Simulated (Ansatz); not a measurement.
Levels about the gap of amorphous Si21Ge3O47 (71 atoms in a cell of 1038 Å³, 2.49 g/cm³; zone centre alone, so wide bands show as single levels with stretches between that a denser mesh fills), at the geometry that PBE relaxed, where it gives 0.0 GPa on a denser mesh. Exact exchange is cut at the faces of this small cell, which leaves a finite-size error. The participation number counts the atoms over which a state spreads; weights are charges in smoothed Voronoi cells. The levels come from a single point, so bond lengths are those of that geometry. Method of the levels: HSE06, scalar-relativistic without spin-orbit coupling (Ansatz, a first-principles code). Sampling: the zone centre alone; Fermi-Dirac width 0.01 eV; collinear spin, started from moments on atoms (the moments died out). The usual formal charges leave 2 electrons over, so the level spacing at the Fermi energy parts defect or band states and needn't be the band gap. At PBE the levels at the filled edge of the gap are localised (band-tail or defect states), and the nearest spread-out levels lie 4.4 eV apart at the zone centre. With spare charge at the zone centre alone, a hybrid can open a spacing that a denser mesh would close.

Preparation: random packing, a CHGNet melt and quench, and a DFT relaxation. O atoms were pushed apart under 1.9 Å during the dynamics, to hinder bonds among them. The hot cell started wider than the set density and was brought back towards it in steps. It is the lowest in DFT energy of 2 quenches. It is a model cell: composition and starting density were chosen by hand, and all elements were melted together. No dispersion term was used. Its density started from a set value of 2.53 and ended at 2.49 g/cm³. Cooling (nominally 390 K/ps over its main leg) ran many orders faster than in experiment, which tends to leave more defects and strain. Values belong to this one cell and scatter from quench to quench. Volume and shape were free in the relaxation.

```json
[
 {"E - E(highest filled), eV": "-0.90", "filling": "filled", "spin": "dn", "participation number": "6.1", "largest on": "O, 2 neighbours", "weight O": "0.95", "weight Ge": "0.01", "weight Si": "0.04"},
 {"E - E(highest filled), eV": "-0.86", "filling": "filled", "spin": "dn", "participation number": "5.4", "largest on": "O, 2 neighbours", "weight O": "0.95", "weight Ge": "0.02", "weight Si": "0.03"},
 {"E - E(highest filled), eV": "-0.86", "filling": "filled", "spin": "up", "participation number": "5.4", "largest on": "O, 2 neighbours", "weight O": "0.95", "weight Ge": "0.02", "weight Si": "0.03"},
 {"E - E(highest filled), eV": "-0.73", "filling": "filled", "spin": "dn", "participation number": "4.9", "largest on": "O, 2 neighbours", "weight O": "0.95", "weight Ge": "0.01", "weight Si": "0.04"},
 {"E - E(highest filled), eV": "-0.73", "filling": "filled", "spin": "up", "participation number": "4.9", "largest on": "O, 2 neighbours", "weight O": "0.95", "weight Ge": "0.01", "weight Si": "0.04"},
 {"E - E(highest filled), eV": "0.00", "filling": "filled", "spin": "dn", "participation number": "3.9", "largest on": "Ge, 2 neighbours", "weight O": "0.52", "weight Ge": "0.46", "weight Si": "0.02"},
 {"E - E(highest filled), eV": "0.00", "filling": "filled", "spin": "up", "participation number": "3.9", "largest on": "Ge, 2 neighbours", "weight O": "0.52", "weight Ge": "0.46", "weight Si": "0.02"},
 {"E - E(highest filled), eV": "5.25", "filling": "empty", "spin": "up", "participation number": "12.5", "largest on": "Ge, 4 neighbours", "weight O": "0.55", "weight Ge": "0.34", "weight Si": "0.11"},
 {"E - E(highest filled), eV": "5.25", "filling": "empty", "spin": "dn", "participation number": "12.5", "largest on": "Ge, 4 neighbours", "weight O": "0.55", "weight Ge": "0.34", "weight Si": "0.11"},
 {"E - E(highest filled), eV": "5.68", "filling": "empty", "spin": "up", "participation number": "4.3", "largest on": "Ge, 2 neighbours", "weight O": "0.42", "weight Ge": "0.51", "weight Si": "0.07"},
 {"E - E(highest filled), eV": "5.68", "filling": "empty", "spin": "dn", "participation number": "4.3", "largest on": "Ge, 2 neighbours", "weight O": "0.42", "weight Ge": "0.51", "weight Si": "0.07"},
 {"E - E(highest filled), eV": "6.05", "filling": "empty", "spin": "up", "participation number": "17.1", "largest on": "Ge, 5 neighbours", "weight O": "0.53", "weight Ge": "0.33", "weight Si": "0.14"},
 {"E - E(highest filled), eV": "6.05", "filling": "empty", "spin": "dn", "participation number": "17.1", "largest on": "Ge, 5 neighbours", "weight O": "0.53", "weight Ge": "0.33", "weight Si": "0.14"},
 {"E - E(highest filled), eV": "6.73", "filling": "empty", "spin": "up", "participation number": "26.8", "largest on": "Ge, 5 neighbours", "weight O": "0.63", "weight Ge": "0.23", "weight Si": "0.14"}
]
```

Most localised among these is the filled level at -0.00 eV, on a Ge atom, which has 2 neighbours (O 1.84 Å, O 1.85 Å).
